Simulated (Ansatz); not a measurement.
Base system: HgTe in the zinc blende structure (space group F-43m, No. 216; a = 6.573 Å). Axes: x, y, z lie along the cube axes.

All numbers come from Ansatz (a program for electronic structure), r2SCAN, PAW, cutoff 500 eV, no SOC.

For the base:

| Property | Result |
|---|---|
| Shortest interatomic distance | 2.846 Å |
| Pressure | 0.0 GPa |

One thing is altered: compressive biaxial strain of 0.83 % in the plane normal to [110], as in epitaxy on a mismatched substrate; the out-of-plane cell vector and the atoms relax.

What does the calculation give for the energy relative to the base, shortest interatomic distance and pressure after the change?

The energy grows by 1.0 meV/atom; the shortest interatomic distance drops by 0.010 Å, from 2.846 Å to 2.836 Å; the pressure (mean of the normal stresses, compression positive) goes from zero to 0.4 GPa.

Whether these cells are dynamically stable was not tested. All final runs are without spin polarisation.
